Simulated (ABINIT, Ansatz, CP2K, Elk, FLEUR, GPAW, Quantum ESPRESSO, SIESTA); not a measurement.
## Code comparison for CsPbCl3 (Pm-3m, 5 atoms in the cell)

Self-consistent single point, at a second geometry (lattice scaled by 0.98). First geometry:

```
CELL_PARAMETERS angstrom
      5.71098     0.00000     0.00000
      0.00000     5.71098     0.00000
      0.00000     0.00000     5.71098
ATOMIC_POSITIONS crystal
  Cs 0.00000 0.00000 0.00000
  Pb 0.50000 0.50000 0.50000
  Cl 0.50000 0.00000 0.50000
  Cl 0.00000 0.50000 0.50000
  Cl 0.50000 0.50000 0.00000
```

Shared settings, as Ansatz (a quantum-chemistry and plane-wave program) writes them: kpoints.mp_grid.grid = 5 5 5; scf.occupations.method = fermi_dirac; scf.occupations.width = 0.02 eV. Potentials and cutoffs stand in the table.

```tsv
code	model	ΔF from the first geometry (meV/atom)	pressure (GPa)	cutoff
CP2K	PBE, GPW, DZVP-MOLOPT-PBE-GTH basis, GTH-PBE potentials (POTENTIAL_UZH)	18.7	2.26	grid 500 Ry
FLEUR	PBE, all-electron FLAPW (FLEUR), scalar-relativistic valence	14.5	–	Kmax 4 1/bohr
ABINIT	PBE, PAW (JTH v2.0 PBE PAW)	14.7	1.76	52 Ry
SIESTA	GGA PBE, numerical atomic orbitals DZP, PseudoDojo PBE standard norm-conserving potentials (rewritten from UPF to PSML)	1.9	1.09	grid 350 Ry
Elk	PBE, all-electron FP-LAPW, Elk's shipped species files, APW+lo basis with extra local orbitals	19.0	–	rgkmax 8
Quantum ESPRESSO	PBE, PseudoDojo standard norm-conserving (PBE) pseudopotentials	13.4	1.82	65 Ry
Ansatz	PBE, default PAW files	13.9	1.86	420 eV
GPAW	PBE, GPAW PAW datasets PBE (gpaw-data 1.0.1)	13.1	1.74	600 eV
```

A dash marks a value that a program does not give, or that is left out as unsure.

On Ansatz's run: spin-orbit coupling is off.

The spread over the programs that give each value: ΔF from the first geometry within 17.1 meV/atom; pressure within 1.17 GPa.

CP2K and SIESTA use small atom-centred bases, whose incompleteness enters pressures, forces and empty levels differently from a plane-wave cutoff. FLEUR and Elk treat all electrons, but the usual bases taken here (sphere radii, linearisation, local orbitals, empty states) were not tested for convergence, so the values are no reference for the others. Ansatz's pressure is given at a fixed set of plane waves, as the other plane-wave codes print theirs.

This mesh misses zone-boundary points where a band edge of such crystals can lie, so no gaps are given.

The starting cell has typed, rounded lattice constants, without a prior relaxation at this level. Its lattice was rescaled by a random factor within 2.5 % of one. For this run, on top of that: lattice scaled by 0.98.

Keys are those of Ansatz 0.2.
